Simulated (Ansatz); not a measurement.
```xyz
2
Lattice="0.0000 2.4189 2.4189 2.4189 0.0000 2.4189 2.4189 2.4189 0.0000" Properties=species:S:1:pos:R:3 pbc="T T T"
Be     0.0000     0.0000     0.0000
S      3.6284     3.6284     3.6284
```

The numbers are results of PBEsol with spin-orbit coupling, rigid bands (plane waves, PAW; Ansatz, an electronic-structure program), not measurements. Geometry: cell and atoms relaxed with PBEsol.

Question: What conductivity effective mass do dilute holes have at 300 K?

Answer: 0.76 mₑ.

Question: Predict the electron conductivity mass (n e² τ/σ) at 300 K, by direction if it differs.

Answer: 0.37 mₑ.

Question: And the band gap?

Answer: 2.88 eV at this level; semilocal functionals usually fall short of the measured gap.

Rigid bands, one relaxation time for all states, no polarons.
